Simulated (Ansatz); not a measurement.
Several settings converged on LaPb₃ (P4mm, 4 atoms in the cell)

```
LaPb3
1.0
    4.93347     0.00000     0.00000
    0.00000     4.93347     0.00000
    0.00000     0.00000     4.93347
La Pb
1 3
Cartesian
  0.00000   0.00000   0.05000
  0.00000   2.46674   2.46674
  2.46674   0.00000   2.46674
  2.46674   2.46674   0.00000
```

Base method: LDA (PW92), default PAW files made with PBE (plane waves; Ansatz, a quantum-chemistry and plane-wave program).

Base settings: basis.ecutwfc = 30.9 Ry; kpoints.mp_grid.grid = 5 5 5; hamiltonian.xc = lda; hamiltonian.pseudopotentials = {kind: paw} (the program's default PAW files); scf.occupations.method = gaussian; scf.occupations.width = 0.0073 Ry.

The count of work is k-points × plane waves × bands × iterations; it is no time. 

**The cutoff for other potential files**

Level: DFT, LDA (PW92), plane waves, harder PAW files (source: ansatz) made with PBE.

In this ladder: hamiltonian.pseudopotentials = {kind: paw, source: ansatz}.

The second cell is the first with its lattice scaled by 0.98.

The mesh stays at the base's, so the ladder's end is converged at best in this setting alone.

The first pressure column holds Ansatz's estimate of the finite-basis (Pulay) stress, which hides part of the cutoff error; the other is without it.

Only quantities that move along the ladder and can be compared are tabulated.

```csv
basis.ecutwfc,free energy less the last step's (meV/atom),energy of the compressed cell less the first (meV/atom),pressure (GPa),pressure without the Pulay estimate (GPa),largest difference of a force vector from the last step's (eV/Å),count of work / last
19.8 Ry,11333.54,-142.73,-3.22,-302.93,0.033,0.078
24.3 Ry,1968.07,-3.52,-3.60,-71.46,0.004,0.12
30.9 Ry,116.53,-17.61,-3.21,-9.24,0.000,0.21
37.5 Ry,3.13,-18.37,-3.18,-3.44,0.000,0.27
44.1 Ry,0.27,-18.33,-3.17,-3.18,0.000,0.35
52.9 Ry,0.23,-18.33,-3.17,-3.18,0.000,0.46
66.1 Ry,0.14,-18.33,-3.17,-3.18,0.000,0.64
88.2 Ry,0.00,-18.33,-3.17,-3.18,0.000,1.0
```

Coarsest basis.ecutwfc that holds the pressure within 0.05 GPa of the last step, with all finer ones: 30.9 Ry, at 0.21 of the last step's count of work; the step before is off by 0.42 GPa.

Coarsest basis.ecutwfc that holds the pressure without the Pulay estimate within 0.5 GPa of the last step, with all finer ones: 37.5 Ry, at 0.27 of the last step's count of work; the step before is off by 6.1 GPa.

Coarsest basis.ecutwfc that holds the free energy within 1 meV/atom of the last step, with all finer ones: 44.1 Ry, at 0.35 of the last step's count of work; the step before is off by 3.1 meV/atom.

The energy difference between the two cells stays within 1 meV/atom of the last step's from 30.9 Ry on, the total only from 44.1 Ry on: much of the error is common to both cells and cancels.

At the lowest cutoff the pressure without the Pulay estimate lies 300 GPa under the last step's, the usual sign of Pulay stress in an incomplete plane-wave basis.

**The relaxed cell against the cutoff**

On LaPb3 (Pm-3m, 4 atoms in the cell): atoms on their sites.

In this ladder: relax = cell and atoms.

The mesh stays at the base's, so the ladder's end is converged at best in this setting alone.

Only quantities that move along the ladder and can be compared are tabulated.

```tsv
basis.ecutwfc	relaxed volume (Å³/atom)	relaxation steps
15.4 Ry	28.146	55
18.4 Ry	28.141	18
21.7 Ry	28.325	9
26.1 Ry	28.233	7
30.9 Ry	28.236	5
37.1 Ry	28.233	5
46.3 Ry	28.234	5
61.7 Ry	28.234	5
```

Coarsest basis.ecutwfc that holds the relaxed volume within 0.056 Å³/atom of the last step, with all finer ones: 26.1 Ry; the step before is off by 0.091 Å³/atom.

At the lowest cutoff the cell relaxes to a volume 0.3 % smaller than at the highest. Ansatz relaxes on a stress corrected for the finite basis.

On the base run: the starting cell comes from a database of computed structures (which also holds hypothetical and non-ambient phases and stackings), without a prior relaxation at this level. Its lattice was rescaled by up to half a per cent. One atom was moved a little off its site on purpose.

Keys are those of Ansatz 0.2.
